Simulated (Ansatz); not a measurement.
Base system: NiSi$_{2}$ (space group Fm-3m, No. 225; a = 5.387 Å; non-magnetic). Axes: x, y, z lie along the cube axes.

Method: r2SCAN (Ansatz, a first-principles code, PAW, spin-orbit coupling left out).

The change: a free-standing slab of 2 layers (6 atoms, 3 a layer) is cut normal to [111], with 15 Å of vacuum and the in-plane cell held at bulk.

Q: What happens to the excess energy per area of both faces?

A: The excess energy per area of both faces (slab less bulk energy over the cell's area: twice a surface energy) amounts to 2.4 J/m² (uncertain by up to 0.08 J/m²).

Q: How does this affect the change of the spacing d12 from its bulk value of 0.778 Å?

A: The change of the spacing d12 from its bulk value of 0.778 Å comes out as -12.7 %.

Q: How does this affect the change of the spacing d23 from its bulk value of 0.778 Å?

A: The change of the spacing d23 from its bulk value of 0.778 Å is -11.3 %.

Slab and bulk use different k-meshes, which limits the precision of the excess energy. Stability against distortions was not tested. Seeded moments were not kept for the base. The final runs are not spin-polarised.
